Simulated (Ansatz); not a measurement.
Amorphous cells of 8 compositions: the gap between the highest filled and lowest empty level at the zone centre, by PBE and by a single point of r2SCAN on the same geometry (PBE, scalar-relativistic without spin-orbit coupling (plane waves to 420 eV, PAW; Ansatz, an electronic-structure program); r2SCAN at 500 eV). The networks come from melt-quench runs on the CHGNet potential at compositions and starting densities chosen by hand, with anions pushed apart in the CHGNet dynamics, and DFT then relaxed them. The cells are small and were quenched far faster than real films, so single cells scatter. Defect or tail levels can set these gaps. The rows are the first to finish with both values and no moments.

```csv
cell,PBE gap x (eV),r2SCAN gap y (eV)
"A (Ga24O37Li2, 4.91 g/cm3)",1.32,1.83
"B (Ga24O37Ca, 4.94 g/cm3)",1.42,withheld
"C (Ga24O37Mg, 4.94 g/cm3)",1.51,2.06
"D (Al28O45W, 3.38 g/cm3)",3.10,3.44
"E (Al28O47Ta2, 3.62 g/cm3)",3.13,3.59
"F (Al28O45B2, 3.04 g/cm3)",3.58,4.22
"G (Al28O44Hf, 3.42 g/cm3)",3.71,4.36
"H (Al28O47P2, 3.01 g/cm3)",3.92,4.56
```

**Question.** Fit a straight line through the 7 full rows and predict the withheld value for B (Ga24O37Ca, 4.94 g/cm3).

**Answer.** Means: x = 2.896, y = 3.437. Slope = Σ(Δx Δy) / Σ(Δx²) = 6.914 / 6.68 = 1.04; the r.m.s. residual is 0.101. Prediction: 3.437 + 1.04 × (1.42 − 2.896) = 1.91. The run gave 1.96, 0.05 above the line.
